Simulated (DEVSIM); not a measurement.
Structure: Mo/SiO2/n-Ge capacitor, at 300 K.

Layer 1 from the left is SiO2, thickness (nm) 37.0. Layer 2 from the left is Ge, thickness (nm) 410, Nd (cm⁻³) 2.1e18.

Metal gate on the left, work function 4.6 eV. Fixed charge at the semiconductor interface -9.4e10 cm⁻² (in units of +e); interface traps 1e11 cm⁻² eV⁻¹, uniform in energy, neutral level at 0.5 of the gap above the valence band.

The device is made up for the run: typed textbook-type constants, with dimensions and the other settings drawn at random. Values at 300 K.

SiO2: gap (eV) 9, affinity (eV) 0.9, permittivity 3.9. Ge: gap (eV) 0.664, affinity (eV) 4, permittivity 16, Nc (cm⁻³) 1.04e19, Nv (cm⁻³) 6e18.

Simulated with DEVSIM: 1D Poisson equation in equilibrium, Boltzmann statistics, complete ionisation; no quantum confinement or tunnelling. Metal contacts follow the ideal Schottky-Mott rule: no Fermi-level pinning, no interface dipoles.

Question: What does the simulation give for the minimum of the low-frequency capacitance, the flat-band voltage?

Answer: minimum of the low-frequency capacitance 0.0829 μF/cm²; flat-band voltage 0.77 V.
